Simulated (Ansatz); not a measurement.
MoGe2 (I4/mmm, No. 139, 3 atoms in the cell; start mp-10201)

Level of theory: r²SCAN-D4 in Ansatz (PAW).

Settings: plane-wave cutoff 500 eV, 16×16×16 k mesh, Fermi–Dirac smearing 0.05 eV, no spin polarisation, scalar-relativistic PAW data made under PBE.

Cell (relaxed at this level):

```
CELL_PARAMETERS angstrom
     -1.65430     1.65430     4.08521
      1.65430    -1.65430     4.08521
      1.65430     1.65430    -4.08521
ATOMIC_POSITIONS crystal
  Ge 0.66185 0.66185 0.00000
  Ge 0.33815 0.33815 0.00000
  Mo 0.00000 0.00000 0.00000
```

```yaml
band_gap: zero (no gap)
```

Note: the relaxation could not lower the start's symmetry, so the cell can be a saddle point above a distorted one.

Spin–orbit coupling is not included.

A start named mp-… is a Materials Project structure, which need not be a measured phase.

Ansatz is a program for electronic structure.
